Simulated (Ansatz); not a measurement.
An Ansatz (a program for electronic structure) input (PBEsol/PAW in Ansatz, scalar-relativistic without spin-orbit coupling):

Ansatz 0.2 input:
```yaml
crystal:
  lattice:
    - [-0.0637600848, 3.3939594364, 3.3521274231]
    - [3.3533081654, -0.0872062536, 3.3755735918]
    - [3.3010181487, 3.3651155885, -0.0349162369]
  atoms:
    - { symbol: Sn, position: [0, 0, 0] }
    - { symbol: Mg, position: [0.25, 0.25, 0.25] }
    - { symbol: Mg, position: [0.75, 0.75, 0.75] }
basis: { ecutwfc: 420, ecutrho_ratio: 4, xc_grid: 2, fft_grid_basis: typed }
kpoints: { mp_grid: { grid: [15, 15, 15] } }
hamiltonian:
  xc: pbesol
  dispersion: none
  pseudopotentials: { kind: paw }
scf: { occupations: { method: fermi_dirac, width: 0.1 }, convergence: { dr2_threshold: 0.0000000003 } }
relax: { f_tol: 0.005, max_steps: 50 }
output: { forces: true, stress: true }
checkpoint: { write: state.ck, write_every: 1000 }
```

Q: Which symmetry and how many k-points will the program report, and about how many plane waves at Γ?

A: Space group P-1 (ITA 2) with 2 operations, k-points 1688 of 3375, and 1493 plane waves at Γ.

Q: And the final pressure?

A: -0.49 GPa (compression positive).

The cells carry an imposed strain or load. Stability against distortions was not tested. The cell was made from Mg₂Sn (space group Fm-3m, No. 225) by this change: strain tensor (xx, yy, zz, yz, xz, xy) = (−0.43, +1.47, +0.23, −0.87, −0.17, −1.72) %.
